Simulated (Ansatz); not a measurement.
Base system: SiC (space group P6_3mc, No. 186; a = 3.078 Å, c = 10.076 Å). Axes: x lies along a and z along c of the hexagonal cell.

All numbers come from r2SCAN, PAW, 500 eV (Ansatz, a first-principles code; without spin-orbit coupling).

The change: compressive biaxial strain of 0.90 % in the plane normal to [001], as in epitaxy on a mismatched substrate; the out-of-plane cell vector and the atoms relax.

Problem. Estimate the effect on the in-plane stress and out-of-plane strain.

Solution. The mean in-plane stress (compression positive) is +5.9 GPa; the out-of-plane strain amounts to +0.17 %.

Whether these cells are dynamically stable was not tested.
